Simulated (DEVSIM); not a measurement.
Structure: Schottky contact on n-type CdTe, at 300 K.

Layer 1 from the left is CdTe, thickness (μm) 4.00, Nd (cm⁻³) 2.6e15, τn (s) 4.2e-10, τp (s) 4.2e-10.

Left contact: Schottky, work function 5.09 eV, emission velocity 7.9e6 cm/s. Right contact: ohmic. Voltage is applied to the left contact. Recombination: SRH at mid-gap, Auger. Mobility is constant in doping.

Constants are typed, rounded textbook-type inputs, not results; the design itself was drawn at random and stands for no fabricated device. Values at 300 K.

CdTe: gap (eV) 1.5, affinity (eV) 4.28, permittivity 10.2, Nc (cm⁻³) 8e17, Nv (cm⁻³) 1.8e19, μn (cm²/Vs) 1000, μp (cm²/Vs) 80, Cn (cm⁶/s) 1e-30, Cp (cm⁶/s) 1e-30.

Simulated with DEVSIM: 1D drift-diffusion, Boltzmann statistics, complete ionisation; no tunnelling, impact ionisation, image-force lowering or self-heating. Metal contacts follow the ideal Schottky-Mott rule: no Fermi-level pinning, no interface dipoles.

Dark forward current:

```tsv
|V| (V)	|J| (A/cm²)
0.05	1.109e-7
0.10	8.622e-7
0.15	5.972e-6
0.20	4.070e-5
0.25	0.0002762
0.30	0.001866
0.35	0.01253
0.40	0.08320
0.45	0.5369
0.50	3.132
0.55	13.47
0.60	36.51
0.65	69.61
0.70	108.6
0.75	151.1
0.80	195.8
0.85	241.9
0.90	289.1
0.95	337.1
1.00	385.6
1.05	434.7
1.10	484.1
1.15	533.8
1.20	583.8
1.25	634.0
1.30	684.4
```

Q: Work out the local ideality factor n = ΔV / (kT/q · ln(J2/J1)) between the rows 0.15 and 0.20 V, 1.25 and 1.30 V.

A: kT/q = 25.85 mV. From 0.15 to 0.20 V: ln(4.070e-5/5.972e-6) = 1.919, n = 1.01, near the 1 of diffusion or emission over a barrier. From 1.25 to 1.30 V: ln(684.4/634.0) = 0.076, n = 25.29; the layers' resistance at their doping, Σ W/(qμN) = 0.00096 Ω cm², would take 48 mV of this step of 50 mV.

Q: Estimate the current at 0.30 V for emission alone, J0 = q v N_band exp(−φB/kT), and read the barrier back from the simulated current.

A: φB = 0.810 eV, N_band = 8.00e17 cm⁻³, J0 = 2.49e-8 A/cm²; J = J0 (exp(qV/kT) − 1) = 0.00274 A/cm². The simulation gives 0.00187 A/cm²; the estimate lies 47 % above. Read backwards, the simulated current gives an apparent barrier of 0.820 eV. The estimate leaves out transport through the depletion region and minority injection.
